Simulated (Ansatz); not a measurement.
Functionals compared on SiH3 on the 1x1 (0001) surface of hcp Ru, one in a 2x2 cell, started at the site 'bridge Ru-Ru (span 2.7 Å)', in Ansatz (plane waves, PAW). The structure was relaxed with PBE; the other rows are single points on it, each with its references at the same level. Cutoff 420 eV (500 eV for r2SCAN).

Model: 20-atom slab, 6.3 Å thick at the start under the adsorbate (thin: gaps and levels are the slab's own), 6x6x1 mesh, Fermi-Dirac 0.1 eV, dipole correction, 8 atoms held, the rest relaxed; no symmetry held; no spin, no spin-orbit, no U, no dispersion correction. At the end it is bonded to 3 Ru. In PBE it is, or lies within 0.03 eV of, the lowest of the starts that converged. These notes are the PBE run's. Adsorption energies are against SiH4(g) − ½ H2(g). A negative adsorption energy means that the adsorbate is more stable on the surface than in its reference.

| functional | adsorption energy (eV) | work function of the top face (eV) | change of the work function (eV) | rough cost of the single point |
|---|---|---|---|---|
| PBE | -2.25 | 4.31 | -0.69 | – |
| RPBE | (withheld) | (withheld) | (withheld) | around 2.6 core-minutes (rough) |
| r2SCAN | -2.52 | 4.35 | -0.65 | around 6 core-minutes (rough) |

Q: Fill in the missing entries.

A: 
- RPBE, adsorption energy (eV): -1.78
- RPBE, work function of the top face (eV): 4.24
- RPBE, change of the work function (eV): -0.58

Ansatz is an electronic-structure program.
